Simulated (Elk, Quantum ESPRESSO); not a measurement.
An Elk input for a self-consistent single point of KF (Fm-3m, 2 atoms in the cell) (DFT, PBE, all-electron FP-LAPW, Elk's shipped species files, APW+lo basis with extra local orbitals):

```
tasks
  0

xctype
  20

rgkmax
  8.0

gmaxvr
  14.0

nxlo
  2

lorbcnd
  .true.

lmaxi
  2

stype
  3

swidth
  0.000734986

scale
  7.093861217

avec
    0.0000000000    0.7071067812    0.7071067812
    0.7071067812    0.0000000000    0.7071067812
    0.7071067812    0.7071067812    0.0000000000

sppath
  './'

atoms
  2   : nspecies
  'K.in'   : spfname
  1   : natoms; atposl, bfcmt below
  0.0000000000  0.0000000000  0.0000000000    0.0 0.0 0.0
  'F.in'   : spfname
  1   : natoms; atposl, bfcmt below
  0.5000000000  0.5000000000  0.5000000000    0.0 0.0 0.0

ngridk
  9 9 9
```

Question: Translate this input to Quantum ESPRESSO.

Answer: One input that does it (others would too):

```fortran
&control
   calculation = 'scf'
   prefix = 'pwscf'
   outdir = './work'
   pseudo_dir = './'
   tprnfor = .true.
   tstress = .true.
/
&system
   ibrav = 2
   celldm(1) = 10.03223474
   nat = 2
   ntyp = 2
   ecutwfc = 85
   occupations = 'smearing'
   smearing = 'fd'
   degauss = 0.00147
/
&electrons
   conv_thr = 1e-8
/
ATOMIC_SPECIES
K     39.0983  K.upf
F     18.9984  F.upf
ATOMIC_POSITIONS crystal
K     0.00000000    0.00000000    0.00000000
F     0.50000000    0.50000000    0.50000000
K_POINTS automatic
9 9 9  0 0 0
```

Basis settings and potentials, where a program has them, do not carry over. This input uses DFT, PBE, plane waves, PseudoDojo standard norm-conserving (PBE) pseudopotentials. Both were run: gap on the mesh 6.358 eV in Elk and 6.304 in Quantum ESPRESSO.

On Elk: the starting cell comes from a database of computed structures (which also holds hypothetical and non-ambient phases and stackings), without a prior relaxation at this level. Values depend on the basis (sphere radii, cutoffs, local orbitals), which need not be converged.

On Quantum ESPRESSO: the starting cell comes from a database of computed structures (which also holds hypothetical and non-ambient phases and stackings), without a prior relaxation at this level.
